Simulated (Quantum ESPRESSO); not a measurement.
A self-consistent single point of YB4 (P4/mbm, 20 atoms in the cell) with Quantum ESPRESSO.

Computed with LDA (PZ), GBRV 1.5 ultrasoft (LDA) pseudopotentials (plane waves; Quantum ESPRESSO).

```
YB4
1.0
    7.02242     0.00000     0.00000
    0.00000     7.02242     0.00000
    0.00000     0.00000     3.97274
Y B
4 16
Direct
  0.68230   0.18230   0.00000
  0.31770   0.81770   0.00000
  0.81770   0.68230   0.00000
  0.18230   0.31770   0.00000
  0.46170   0.32422   0.50000
  0.53830   0.67578   0.50000
  0.67578   0.46170   0.50000
  0.32422   0.53830   0.50000
  0.96170   0.17578   0.50000
  0.03830   0.82422   0.50000
  0.17578   0.03830   0.50000
  0.82422   0.96170   0.50000
  0.00000   0.00000   0.20303
  0.00000   0.00000   0.79697
  0.50000   0.50000   0.79697
  0.50000   0.50000   0.20303
  0.08717   0.58717   0.50000
  0.91283   0.41283   0.50000
  0.41283   0.08717   0.50000
  0.58717   0.91283   0.50000
```

Reference input (self-consistent single point, DFT, LDA (PZ), plane waves, GBRV 1.5 ultrasoft (LDA) pseudopotentials): ecutwfc = 40 Ry; ecutrho = 320 Ry; occupations = smearing; smearing = mp; degauss = 0.0147 Ry; potentials = {Y: y_lda_v1.4.uspp.F.UPF, B: b_lda_v1.4.uspp.F.UPF}; K_POINTS = automatic 4 4 7 0 0 0; conv_thr = 1e-10 Ry. This run's input differs from it in these lines:

```diff
@@ -48,3 +48,3 @@
 K_POINTS {automatic}
-4 4 7  0 0 0
+8 8 13  0 0 0
```

Log, with long lists cut:

```
     Self-consistent Calculation

     iteration #  1     ecut=    40.00 Ry     beta= 0.70

     total energy              =    -473.08178943 Ry
     estimated scf accuracy    <       2.99298382 Ry

     iteration #  2     ecut=    40.00 Ry     beta= 0.70

     total energy              =    -473.77170513 Ry
     estimated scf accuracy    <       2.32237519 Ry

     iteration #  3     ecut=    40.00 Ry     beta= 0.70

     total energy              =    -474.30828975 Ry
     estimated scf accuracy    <       0.04448679 Ry

   [... 9 blocks of this kind left out ...]

     iteration # 13     ecut=    40.00 Ry     beta= 0.70

     total energy              =    -474.34450052 Ry
     estimated scf accuracy    <          2.6E-10 Ry

     iteration # 14     ecut=    40.00 Ry     beta= 0.70
     End of self-consistent calculation

     Number of k-points >= 100: set verbosity='high' to print the bands.

     the Fermi energy is    12.3189 ev

!    total energy              =    -474.34450052 Ry
     estimated scf accuracy    <          7.5E-11 Ry
     smearing contrib. (-TS)   =       0.00001468 Ry
     internal energy E=F+TS    =    -474.34451520 Ry

     convergence has been achieved in  14 iterations

     Forces acting on atoms (cartesian axes, Ry/au):

     atom    1 type  1   force =     0.00127801    0.00127801    0.00000000
     atom    2 type  1   force =    -0.00127801   -0.00127801   -0.00000000
     atom    3 type  1   force =    -0.00127801    0.00127801    0.00000000
     atom    4 type  1   force =     0.00127801   -0.00127801   -0.00000000
   [... lines left out ...]

     Total force =     0.013178     Total SCF correction =     0.000011

          total   stress  (Ry/bohr**3)                   (kbar)     P=      -10.16
  -0.00005438   0.00000000   0.00000000           -8.00        0.00        0.00
   0.00000000  -0.00005438   0.00000000            0.00       -8.00        0.00
   0.00000000   0.00000000  -0.00009844            0.00        0.00      -14.48

   JOB DONE.
```

The run converged in 14 iterations. Against the reference run the free energy is nearly the same (within 1 meV/atom), the pressure hardly changes (-1.05 to -1.02 GPa) and the largest force goes from 0.080 to 0.104 eV/Å.

The starting cell comes from a database of computed structures (which also holds hypothetical and non-ambient phases and stackings), without a prior relaxation at this level. Its lattice was rescaled by a random factor within 2.5 % of one.

Cost on one core of a shared machine: roughly 20 min.
